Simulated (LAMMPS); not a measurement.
System: SiC (zinc blende), 1000 atoms, at 1300 K and 0 GPa, heated as the crystal.

Level of theory: classical MD, pair style edip/multi, file SiC.edip (LAMMPS).

```yaml
state_found: crystal; no diffusion seen in 30 ps
density: 3.1478 ± 0.0002 g/cm³
volume_per_atom: 10.5759 ± 0.0008 Å³
enthalpy_per_atom: -5.9856 ± 0.0006 eV
first peak of g(r), C-Si: 1.90 Å, height 10.2
coordination number of C by Si: 4.00 (counted to 2.78 Å)
coordination number of Si by C: 4.00 (counted to 2.78 Å)
most common C-Si-C angle: in the 3° bin centred on 109.5° (mean of all 109°)
mean_frequency_of_the_velocity_spectrum: 19.7 THz
cost: around 4 core-minutes (rough)
```

Potential: file SiC.edip of the LAMMPS distribution.

Caution: a run this short can hold a crystal over, or a liquid under, the potential's melting point.

States go by the mean squared displacement: a species diffuses where it passes 1.5 Å², still rises and gives D over 1e-6 cm²/s; a crystal has left its structure where atoms lie 0.35 Å off their sites on average or a cubic box changes its shape by 3 %.

Errors shown are sampling errors alone.
